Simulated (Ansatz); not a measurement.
# Ansatz run on TiMo3 (Immm, 4 atoms in the cell): self-consistent single point

Computed with LDA (PW92), default PAW files made with PBE (plane waves; Ansatz, a quantum-chemistry and plane-wave program).

Input as run:

Ansatz 0.2 input:
```yaml
crystal:
  lattice:
    - [-1.57785700, 2.20388800, 4.46165000]
    - [1.57785700, -2.20388800, 4.46165000]
    - [1.57785700, 2.20388800, -4.46165000]
  atoms:
    - { symbol: Ti, position: [0.50000000, 0.00000000, 0.50000000] }
    - { symbol: Mo, position: [0.75659000, 0.75659000, 0.00000000] }
    - { symbol: Mo, position: [0.24341000, 0.24341000, 0.00000000] }
    - { symbol: Mo, position: [0.00000000, 0.50000000, 0.50000000] }
basis:
  ecutwfc: 30.9 Ry
kpoints:
  mp_grid:
    grid: [9, 9, 9]
hamiltonian:
  xc: lda
  pseudopotentials:
    kind: paw
scf:
  occupations:
    method: gaussian
    width: 0.0073 Ry
output:
  forces: true
  eigenvalues: true
  stress: true
```

Log, with long lists cut:

```
WARN ansatz: RAYON_NUM_THREADS=1 ignored (pool sized by the plan → 1); use --threads N
Pseudopotentials: kind: paw
Pseudopotential: Ti, paw, valence charge 12
Pseudopotential: Mo, paw, valence charge 14
Crystal: 4 atoms, lattice volume = 62.060 Å³
Basis set: ecut = 420.4159175005146 eV, 1225 PW (Γ)
Bands: 33, of which v1, the nominal top of the filled ones, is band 27 counted from 1 (26 counted from 0)
Symmetry: 8 space group operations
Space group: Immm (ITA 71), of the structure as read, at distance tolerance 4.0e-5 Å
k-points: 125 of 729
PAW frozen core: Ti, regenerated for the run's functional, and the local potential with it
PAW frozen core: Mo, regenerated for the run's functional, and the local potential with it
Initial density: superposition of atomic densities (neutral atoms: chi_scale 0, normalization atom), corrected by the library's trained network
Initial wavefunctions: pseudopotential atomic-orbital guess
Eigensolver: davidson
Functional: x = slater, c = lda
SCF iter   1: F=—  HF=-16979.464448 eV  |F-HF|=—  |Δ(HF+E_count)|=         —  Δρ=7.90e-3  dr2=2.48e-2  ethr=1.77e-3  ⟨swp⟩=4.5  Hψ=14110  notcnv=0
all-band conjugate gradients solve this SCF's bands
preconditioner: auto → Kerker (q_TF=auto, 2.666 Å⁻¹)
SCF iter   2: F=—  HF=-16979.462932 eV  |F-HF|=—  |Δ(HF+E_count)|=   1.52e-3  Δρ=4.39e-3  dr2=6.79e-3  ethr=4.59e-5  ⟨swp⟩=1.6  Hψ=5435  notcnv=0
SCF iter   3: F=—  HF=-16979.461783 eV  |F-HF|=—  |Δ(HF+E_count)|=   1.15e-3  Δρ=4.82e-4  dr2=1.55e-4  ethr=1.26e-5  ⟨swp⟩=2.0  Hψ=4857  notcnv=0
SCF iter   4: F=—  HF=-16979.461749 eV  |F-HF|=—  |Δ(HF+E_count)|=   3.44e-5  Δρ=1.18e-4  dr2=9.51e-6  ethr=2.88e-7  ⟨swp⟩=2.0  Hψ=5103  notcnv=0
SCF iter   5: F=—  HF=-16979.461747 eV  |F-HF|=—  |Δ(HF+E_count)|=   1.37e-6  Δρ=2.10e-5  dr2=2.32e-7  ethr=1.76e-8  ⟨swp⟩=2.1  Hψ=5141  notcnv=0
SCF iter   6: F=-16979.461747 eV  HF=-16979.461747 eV  |F-HF|=1.18e-8  |Δ(HF+E_count)|=   5.12e-8  Δρ=5.47e-6  dr2=1.91e-8  ethr=1.85e-10  ⟨swp⟩=7.0  Hψ=15374  notcnv=0
SCF 1 converged in 6 iterations: F = -16979.461747 eV  dr2 = 1.91e-8
SCF converged after 6 iterations
Free energy (F): -16979.461747 eV
Harris-Foulkes:  -16979.461747 eV  (|F-HF|=1.18e-8)
Internal energy: -16979.445550 eV  (E = F + TS)
E sigma→0 (E₀):  -16979.453649 eV
Entropy (-TS):   -0.016197 eV (-4.049 meV/atom)
Fermi energy:    19.038632 eV
--- Per-component energies (eV) ---
  E_band       = -310.835507
  E_kinetic    = 1599.678177
  E_local      = -3132.996351  (includes V_loc(G=0)·N_el)
  E_nonlocal   = 455.923233
  E_hartree    = 1095.148580
  E_xc         = -645.127992
  E_vxc        = -809.204115  (∫ρ·V_xc dr)
  E_paw        = -10267.560635  (= ΣΔE_a)
  E_vpaw       = -614.535431  (= ΣTr[D̂ρ^β])
  E_aug_tail   = 0.000186  (compensation charges beyond the density's cutoff)
  E_ewald      = -6086.255146
  E_core_change = 1.744399  (= ΣΔE_core)
  E_smearing   = -0.016197  (= −TS)
  E_closure    = 0.000000  (closes the sum)
  Σ components = -16979.461747   (vs F -16979.461747, Δ=0.00e0)
--- Forces (eV/Å), atoms counted from 1 ---
  atom   1  Ti     0.00000000     0.00000000    -0.00000000
  atom   2  Mo     0.00000000     0.00000000    -0.00735233
  atom   3  Mo     0.00000000     0.00000000     0.00735233
  atom   4  Mo     0.00000000     0.00000000     0.00000000
  max |Σ_I F_I| component: 1.73e-18 eV/Å
--- Stress (GPa, compression-positive) ---
       -8.673749       0.000000       0.000000
        0.000000      -8.383504       0.000000
        0.000000       0.000000      -8.299072
  P = ⅓ Tr σ = -8.4521 GPa (-84.521 kbar)
  The stress holds the Pulay correction. Without it, at fixed plane waves, as pw.x and ABINIT print it: P = -8.4725 GPa
--- Band table (eV; the first three rows and the last of 125) ---
  k-point 0: bands = ["-41.5087", "-41.2306", "-41.1223", "-36.7037", "-16.1487", "-16.1014", "-15.6509", "-15.4154", "-15.3991", "-15.3768", "-14.9930", "-14.9475", "-14.9117", "-13.2603", "-13.1965", "-13.1561", "12.4364", "14.5164", "15.0594", [...]
  k-point 1: bands = ["-41.4898", "-41.2425", "-41.1221", "-36.7027", "-16.0988", "-16.0612", "-15.6467", "-15.5475", "-15.3857", "-15.3042", "-15.0572", "-14.9518", "-14.9504", "-13.2620", "-13.2292", "-13.1747", "12.8297", "14.8622", "15.4261", [...]
  k-point 2: bands = ["-41.4404", "-41.2726", "-41.1229", "-36.6995", "-16.1054", "-15.9074", "-15.7303", "-15.5371", "-15.4834", "-15.3311", "-15.1295", "-14.9738", "-14.9732", "-13.2947", "-13.2672", "-13.1945", "13.8548", "15.5595", "15.9305", [...]
  k-point 124: bands = ["-41.4643", "-41.2824", "-41.1082", "-36.7033", "-16.1542", "-15.7739", "-15.7706", "-15.6453", "-15.3533", "-15.2375", "-15.1354", "-14.9710", "-14.9496", "-13.2920", "-13.2204", "-13.1663", "14.4300", "14.4474", "14.7178", [...]
```

The run converged in 6 iterations.

The starting cell comes from a database of computed structures (which also holds hypothetical and non-ambient phases and stackings), without a prior relaxation at this level. Its lattice was rescaled by up to half a per cent. Spin polarisation is off. With a pressure of about -8 GPa the cell is away from its equilibrium volume at this level. Ansatz's pressure includes its estimate of the finite-basis (Pulay) stress.
